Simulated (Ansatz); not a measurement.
Data:

```
CELL_PARAMETERS angstrom
      0.00000     3.05478     3.02423
      3.05478     0.00000     3.02423
      3.05478     3.05478     0.00000
ATOMIC_POSITIONS crystal
  In 0.00000 0.00000 0.00000
  As 0.25000 0.25000 0.25000
```

No spin polarisation.

Computed with r2SCAN, PAW, 500 eV (Ansatz, a first-principles code; no SOC). k-mesh 9×9×9 (Γ-centred); smearing 0.05 eV (Fermi–Dirac).

Problem. What pressure (mean of the normal stresses, compression positive) does the calculation give?

Solution. 0.58 GPa.

Problem. What is the computed space group?

Solution. I-4m2 (No. 119).

The cells carry an imposed strain or load. Stability against distortions was not tested. The cell was made from InAs in the zinc blende structure (space group F-43m, No. 216) by this change: uniaxial strain ε_zz = −1.00 %.
